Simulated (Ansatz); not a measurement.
**Response to strain in Ru**

The parent structure is Ru in the hcp (Mg type) structure (space group P6_3/mmc, No. 194; relaxed with 0.1 eV smearing).

```xyz
2
Lattice="2.7043 0.0000 0.0000 -1.3521 2.3420 0.0000 0.0000 0.0000 4.2629" Properties=species:S:1:pos:R:3 pbc="T T T"
Ru     1.3521     0.7807     3.1972
Ru     0.0000     1.5613     1.0657
```

Cartesian axes are those of the cell as printed.

Strains are applied to the cell and any free atomic positions relax; under biaxial strain the out-of-plane vector relaxes too.

Calculations: Ansatz (an electronic-structure program) r2SCAN, no spin-orbit coupling.

Notes on the quantities. pressure: mean of the normal stresses, compression positive.

```json
[
 {"variant": "base", "volume per atom": "13.50 Å³", "pressure": "0.0 GPa"},
 {"variant": "biaxial strain −3.00 %, plane normal [001], relaxed out of plane", "volume per atom": "12.91 Å³", "pressure": "16.8 GPa"},
 {"variant": "biaxial strain −2.50 %, plane normal [001], relaxed out of plane", "volume per atom": "13.01 Å³", "pressure": "13.6 GPa"},
 {"variant": "biaxial strain −2.00 %, plane normal [001], relaxed out of plane", "volume per atom": "13.11 Å³", "pressure": "10.5 GPa"},
 {"variant": "biaxial strain −1.50 %, plane normal [001], relaxed out of plane", "volume per atom": "13.21 Å³", "pressure": "7.7 GPa"},
 {"variant": "biaxial strain −1.00 %, plane normal [001], relaxed out of plane", "volume per atom": "13.30 Å³", "pressure": "5.0 GPa"},
 {"variant": "biaxial strain −0.50 %, plane normal [001], relaxed out of plane", "volume per atom": "13.40 Å³", "pressure": "2.4 GPa"}
]
```

Whether these cells are dynamically stable was not tested. The final runs are not spin-polarised.
